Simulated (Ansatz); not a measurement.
Start from LiF in the rock salt structure (space group Fm-3m, No. 225; a = 4.008 Å). Axes: x, y, z lie along the cube axes.

Method: PBEsol (Ansatz, an electronic-structure program), scalar-relativistic without spin-orbit coupling.

It is then changed as follows: uniaxial strain ε_zz = +1.00 %, all other strain components held at zero, atoms relaxed at fixed cell.

**Question.** Predict the stress tensor and what it implies for the stiffness.

**Answer.** Stress of the strained cell less that of the base (GPa, compression positive):
```
  -0.45    0.00    0.00
   0.00   -0.45    0.00
   0.00    0.00   -1.18
```

Then −Δσ_ii/ε with ε = 0.0100 gives relaxed-ion elastic constants: C33 ≈ 118 GPa, C13 ≈ 45 GPa and C23 ≈ 45 GPa.

Whether these cells are dynamically stable was not tested.
